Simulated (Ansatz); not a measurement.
The reference is TaAgO$_{3}$ in the cubic perovskite structure (space group Pm-3m, No. 221; a cell from a computed database, its experimental status unchecked).

```cif
data_AgO3Ta
_chemical_formula_sum 'Ta1 Ag1 O3'
_space_group_name_H-M_alt 'P 1'
_space_group_IT_number 1
_cell_length_a 3.95145
_cell_length_b 3.95145
_cell_length_c 3.95145
_cell_angle_alpha 90.000
_cell_angle_beta 90.000
_cell_angle_gamma 90.000
loop_
_space_group_symop_operation_xyz
  'x, y, z'
loop_
_atom_site_label
_atom_site_type_symbol
_atom_site_fract_x
_atom_site_fract_y
_atom_site_fract_z
_atom_site_occupancy
Ta1 Ta 0.00000 0.00000 0.00000 1
Ag1 Ag 0.50000 0.50000 0.50000 1
O1 O 0.00000 0.00000 0.50000 1
O2 O 0.50000 0.00000 0.00000 1
O3 O 0.00000 0.50000 0.00000 1
```

Levels (all Ansatz, a quantum-chemistry and plane-wave program, PAW): PBEsol (420 eV, no spin-orbit coupling); HSE06 (420 eV, no spin-orbit coupling).

Its gap is 1.62 eV with PBEsol and 3.46 eV with HSE06.

Modification: every Ag is replaced by Tl, then cell and atoms are relaxed.

With PBEsol the gap becomes 0.61 eV.

If the HSE06 correction stayed the same, what would the HSE06 gap be, and what does the HSE06 run give?

A rigid correction of +1.84 eV gives 2.45 eV. The HSE06 run gives 1.45 eV, so the correction itself changes by -1.00 eV.

Single points use the geometry relaxed with PBEsol. HSE06 gaps are upper bounds (no full band path). Spin-orbit coupling, missing from the scalar runs, can matter with Ta and Tl. Whether these cells are dynamically stable was not tested. For TaTlO3 in this form, whether it has been made was not checked. Many cubic perovskites are stable only at high temperature; tilts and polar distortions were not tested.
